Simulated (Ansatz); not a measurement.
TiAl3: point defects

Take a 16-atom supercell of TiAl3 (space group I4/mmm, No. 139; a = 3.846 Å, c = 8.620 Å) at its relaxed geometry as the base.

One neutral defect a cell, atoms relaxed at fixed cell.

The values are results of Ansatz (a first-principles code) PBE, no spin-orbit coupling, not measurements.

| change | largest displacement of a host atom from its site in the perfect cell | pressure |
|---|---|---|
| perfect supercell | – | 0.0 GPa |
| Al vacancy | 0.01 Å | -1.2 GPa |
| Cr on a Ti site, symmetric start | 0.03 Å | -3.2 GPa |
| Li interstitial (started 1.92 Å from the nearest host atom) | 0.75 Å | 6.2 GPa |
| Ti vacancy | 0.03 Å | -0.4 GPa |
| H interstitial (started 1.63 Å from the nearest host atom) | 0.06 Å | 0.7 GPa |

The magnetic state is the one reached from the starting moments; the real material's order can differ, and small cells can't hold many antiferromagnetic ones. In so small a cell the defect repeats every few ångströms: this is an ordered compound, not a dilute defect. Defects with a symmetric start kept the site's symmetry and may sit on a saddle; the others started slightly shaken. Starting moments died away, wholly or in part, for Cr on a Ti site; another magnetic solution may exist. Spin-polarised in the final run: Cr on a Ti site; the other runs are not.
